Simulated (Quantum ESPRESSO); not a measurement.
Quantum ESPRESSO run on Zr4Al3 (P6/mmm, 7 atoms in the cell): self-consistent single point.

Method of the run: LDA (PW92), PseudoDojo standard norm-conserving (LDA) pseudopotentials (plane waves; Quantum ESPRESSO 7.5).

The change in words: lattice scaled by 0.98. Reference geometry:
```yaml
crystal:
  lattice:
    - [5.46907, 0.00000, 0.00000]
    - [-2.73453, 4.73635, 0.00000]
    - [0.00000, 0.00000, 5.42910]
  atoms:
    - { symbol: Zr, position: [0.00000, 0.00000, 0.26033] }
    - { symbol: Zr, position: [0.00000, 0.00000, 0.73967] }
    - { symbol: Zr, position: [0.33333, 0.66667, 0.50000] }
    - { symbol: Zr, position: [0.66667, 0.33333, 0.50000] }
    - { symbol: Al, position: [0.00000, 0.50000, 0.00000] }
    - { symbol: Al, position: [0.50000, 0.00000, 0.00000] }
    - { symbol: Al, position: [0.50000, 0.50000, 0.00000] }
```

Reference input (self-consistent single point, DFT, LDA (PW92), plane waves, PseudoDojo standard norm-conserving (LDA) pseudopotentials): ecutwfc = 70 Ry; occupations = smearing; smearing = fermi-dirac; degauss = 0.0073499 Ry; potentials = {Zr: Zr.upf, Al: Al.upf}; K_POINTS = automatic 5 5 4 0 0 0; conv_thr = 1e-10 Ry. This run's input differs from it in these lines:

```diff
@@ -11,4 +11,4 @@
   ibrav = 4
-  celldm(1) = 10.3350388341
-  celldm(3) = 0.992692167669
+  celldm(1) = 10.1283384005
+  celldm(3) = 0.992692134043
   nat = 7
@@ -27,6 +27,6 @@
 ATOMIC_POSITIONS {alat}
-Zr    0.0000000000    0.0000000000    0.2584275520
-Zr    0.0000000000    0.0000000000    0.7342646157
-Zr    0.0000000000    0.5773502692    0.4963460838
-Zr    0.5000000000    0.2886751346    0.4963460838
+Zr    0.0000000000    0.0000000000    0.2584275433
+Zr    0.0000000000    0.0000000000    0.7342645908
+Zr    0.0000000000    0.5773502692    0.4963460670
+Zr    0.5000000000    0.2886751346    0.4963460670
 Al   -0.2500000000    0.4330127019    0.0000000000
```

Log, with long lists cut:

```
     Self-consistent Calculation

     iteration #  1     ecut=    70.00 Ry     beta= 0.70

---- Real-time Memory Report at c_bands before calling an iterative solver
           166 MiB given to the printing process from OS
           127 MiB allocation reported by mallinfo(arena+hblkhd)
------------------

     Threshold (ethr) on eigenvalues was too large:
     Diagonalizing with lowered threshold

---- Real-time Memory Report at c_bands before calling an iterative solver
           180 MiB given to the printing process from OS
           134 MiB allocation reported by mallinfo(arena+hblkhd)
------------------

   [... lines left out ...]

---- Real-time Memory Report at c_bands before calling an iterative solver
           200 MiB given to the printing process from OS
           169 MiB allocation reported by mallinfo(arena+hblkhd)
------------------

     total energy              =    -419.90115882 Ry
     estimated scf accuracy    <          5.0E-10 Ry

     iteration # 13     ecut=    70.00 Ry     beta= 0.70

---- Real-time Memory Report at c_bands before calling an iterative solver
           200 MiB given to the printing process from OS
           169 MiB allocation reported by mallinfo(arena+hblkhd)
------------------
     End of self-consistent calculation

     the Fermi energy is    12.3534 ev

!    total energy              =    -419.90115882 Ry
     estimated scf accuracy    <          3.7E-11 Ry
     smearing contrib. (-TS)   =      -0.01037428 Ry
     internal energy E=F+TS    =    -419.89078454 Ry

     convergence has been achieved in  13 iterations

     Forces acting on atoms (cartesian axes, Ry/au):

     atom    1 type  1   force =     0.00000000    0.00000000    0.00244925
     atom    2 type  1   force =     0.00000000   -0.00000000   -0.00244925
     atom    3 type  1   force =     0.00000000    0.00000000   -0.00000000
     atom    4 type  1   force =     0.00000000   -0.00000000    0.00000000
     atom    5 type  2   force =    -0.00000000   -0.00000000    0.00000000
   [... lines left out ...]

     Total force =     0.003464     Total SCF correction =     0.000001

          total   stress  (Ry/bohr**3)                   (kbar)     P=       -9.26
  -0.00005685  -0.00000000   0.00000000           -8.36       -0.00        0.00
  -0.00000000  -0.00005685  -0.00000000           -0.00       -8.36       -0.00
   0.00000000  -0.00000000  -0.00007510            0.00       -0.00      -11.05

   JOB DONE.
```

The run converged in 13 iterations. Against the reference run the free energy falls by 30.9 meV/atom, the pressure goes from -7.15 to -0.93 GPa and the largest force goes from 0.034 to 0.063 eV/Å.

The starting cell comes from a database of computed structures (which also holds hypothetical and non-ambient phases and stackings), without a prior relaxation at this level. Its lattice was rescaled by a random factor within 2.5 % of one. For this run, on top of that: lattice scaled by 0.98.

Cost on one core of a shared machine: roughly 3 min.
